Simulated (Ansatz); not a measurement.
System: Hf-vacancy pair (Hf on one host Al site, one Al site vacant) in fcc Al (neutral cell). The step: Hf and the vacancy change places (Hf-vacancy distance between ideal sites 2.86 Å throughout); the atom moves 2.80 Å along (0.00, 0.49, 0.49) of the unit cell; the moving atom starts with neighbours 6 Al at 2.87, 4 Al at 2.89, Al at 2.90 Å and ends with 6 Al at 2.87, 4 Al at 2.89, Al at 2.90 Å. DFT values are from Ansatz (plane-wave PAW, 420 eV unless said) in a cell of 32 host sites, spin-restricted, static, with no finite-size correction. Forms of the defect that were not tried may lie lower. For the PBE band: the saddle point's order was not checked, and it lies on a symmetry element of the cell, where a band can be held.

| Level | Forward barrier (eV) | Cost of the band or of the saddle's single point |
|---|---|---|
| CHGNet universal potential (has no charge state), its own band | 0.41 | - |
| PBE, a 3×3×3 k-point mesh shifted by half a step, band relaxed | 1.20 | very roughly 26 core-minutes |
| PBE, a 5×5×5 k-point mesh shifted by half a step, same geometries | 1.12 | roughly 5 core-minutes |
| r2SCAN at 500 eV, a 3×3×3 k-point mesh shifted by half a step, same geometries | … | very roughly 2.7 core-minutes |

Q: Complete the blanks.

A: 
- r2SCAN at 500 eV, a 3×3×3 k-point mesh shifted by half a step, same geometries, Forward barrier (eV): 1.38

Ansatz is a first-principles code.
